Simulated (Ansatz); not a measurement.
## P under load (space group Cmce): band-edge transport data

Given:

```
P
1.0
    1.66509    -5.85374     0.00000
    1.66509     5.85374     0.00000
    0.00000     0.00000     4.47544
P
4
Direct
  0.40974   0.59026   0.91354
  0.59026   0.40974   0.08646
  0.09026   0.90974   0.41354
  0.90974   0.09026   0.58646
```

Method: r2SCAN+D4 with spin-orbit coupling, rigid bands (plane waves, PAW; Ansatz, a quantum-chemistry and plane-wave program). Condition of this run: biaxial stress xx = yy = -2 GPa (compression positive) (the target of the relaxation). Geometry: cell and atoms relaxed with r2SCAN+d4, then loaded as said.

| Property | Value |
|---|---|
| band gap | 0.28 eV |
| hole conductivity mass (300 K, dilute) | 1.68 (x), 0.66 (y), 0.097 (z) mₑ |
| effective density of states N_v (300 K) | 8.6e18 cm⁻³ |
| density-of-states mass, holes | 0.49 mₑ |
| Seebeck coefficient, p-type 1e19 cm⁻³, 300 K | 207 μV/K |
| best p-type power factor at 300 K for τ = 10 fs (best axis; densities from 1e16 to 1e21 cm⁻³ tried, whether or not they can be reached) | 9.9 μW/(cm·K²) at 1e19 cm⁻³ |

Rigid bands; masses and Seebeck coefficients take one relaxation time τ for all states and one kind of carrier; polarons and phonon drag are left out. Geometry: cell and atoms relaxed with r2SCAN+D4.
